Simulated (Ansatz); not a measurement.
Start from Zn in the hcp (Mg type) structure (space group P6_3/mmc, No. 194).

Zn is modelled in the hexagonal space group P6₃/mmc (No. 194), the hcp (Mg type) structure, Pearson symbol hP2. Conventional cell: a = b = 2.636 Å, c = 4.657 Å, α = β = 90.00°, γ = 120.00°. Zn on 2c is surrounded by 6 Zn at 2.636 Å and 6 Zn at 2.782 Å (anticuboctahedral). (Neighbours: up to the widest gap in distance over summed covalent radii, below 1.35, at either atom.)

Method: plane-wave PAW DFT at the PBEsol level (Ansatz, an electronic-structure program, 420 eV), no SOC.

One change was made to it. Results:

| quantity | base | after |
|---|---|---|
| density | 7.75 g/cm³ | 7.56 g/cm³ |
| c/a ratio | 1.767 | 1.790 |
| shortest interatomic distance | 4.981 bohr | 5.002 bohr |

Task: Which of these changes matches the shifts?
A) pressure −1 GPa
B) pressure −2 GPa
C) pressure 0.9 GPa
D) pressure 2.1 GPa
E) pressure 9 GPa

Result: B, pressure −2 GPa. For comparison, the density in the other runs: pressure 9 GPa gives 8.41 g/cm³; pressure 0.9 GPa gives 7.83 g/cm³; pressure 2.1 GPa gives 7.93 g/cm³; pressure −1 GPa gives 7.66 g/cm³.

Load acts through the strain it causes; cell and atoms are relaxed under it. No phonon test of stability was made. No other phases were tried under pressure.
